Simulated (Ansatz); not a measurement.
## Pressure series in HfO2

The reference is HfO2 in the fluorite structure (space group Fm-3m, No. 225; a = 5.098 Å).

Cell and atoms are relaxed at each pressure.

Calculations: PBE (Ansatz, an electronic-structure program; PAW; 420 eV plane waves; no spin-orbit coupling), earlier PAW set.

Candidates:
(a) pressure 30 GPa
(b) pressure 4.2 GPa
(c) pressure 45 GPa

Before the change:

The band gap comes out as 3.75 eV.

Q: Order them by band gap, highest first.

A: (c) pressure 45 GPa (4.07 eV), (a) pressure 30 GPa (3.98 eV), (b) pressure 4.2 GPa (3.79 eV)

With Hf present, leaving out spin-orbit coupling can change the band edges. Load acts through the strain it causes; cell and atoms are relaxed under it. No phonon test of stability was made. Competing high-pressure phases were not computed. This is not the structure that HfO2 has at room temperature and ambient pressure.
